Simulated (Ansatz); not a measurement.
# Pressure series in hypothetical P4_2/mnm ZnS

Consider ZnS (space group P4_2/mnm, No. 136; a = 6.518 Å, c = 3.808 Å; a hypothetical phase, not in the database extracts checked).

Cell and atoms are relaxed at each pressure.

All numbers come from PBEsol, PAW, 420 eV (Ansatz, a quantum-chemistry and plane-wave program; without spin-orbit coupling).

| pressure (GPa) | volume per atom (Å³/atom) |
|---|---|
| -2 | 20.838 |
| -1 | 20.514 |
| 0 | 20.222 |
| 0.3 | 20.137 |
| 0.7 | ? |
| 1.5 | 19.816 |
| 5 | 19.001 |
| 7.5 | 18.502 |
| 10 | 18.050 |

Task: Fit the third-order Birch–Murnaghan form P(V) = (3B₀/2)[(V₀/V)^(7/3) − (V₀/V)^(5/3)]·[1 + (3/4)(B₀′ − 4)((V₀/V)^(2/3) − 1)] (squares taken in P) to the rows shown and predict the withheld row.

Result: Least squares on the printed values gives V₀ = 20.224 Å³/atom, B₀ = 71.3 GPa, B₀′ = 3.7; this predicts 20.029 Å³/atom, and the run gives 20.027 Å³/atom, 0.002 lower.

Load acts through the strain it causes; cell and atoms are relaxed under it. No phonon test of stability was made. Competing high-pressure phases were not computed.
